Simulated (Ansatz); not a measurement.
# TiSi2 with two functionals, Si → Re

The reference is TiSi2 (space group Fddd, No. 70; a = 4.806 Å, b = 8.265 Å, c = 8.565 Å).

(Cell as relaxed with PBE.)

Levels (all Ansatz, a program for electronic structure, PAW, earlier PAW set): PBE (420 eV, without spin-orbit coupling); r2SCAN (500 eV, no SOC).

Each level relaxes its own structure.

```csv
base,PBE,r2SCAN
volume per atom,14.18 Å³,13.97 Å³
band gap,zero,zero
```

It is then changed as follows: every Si is replaced by Re; the structure is relaxed again.

```csv
quantity,PBE,r2SCAN
volume per atom,15.39 Å³,15.17 Å³
band gap,zero,zero
```

PBE's volume per atom lies 0.215 Å³ above r2SCAN's (1.4 %); the two agree on the band gap. Neither level is exact; r2SCAN is the comparison here, not a measurement.

No phonon test of stability was made. As relaxed here, TiRe2 is a hypothetical phase, not in the database extracts checked. All final runs are without spin polarisation.
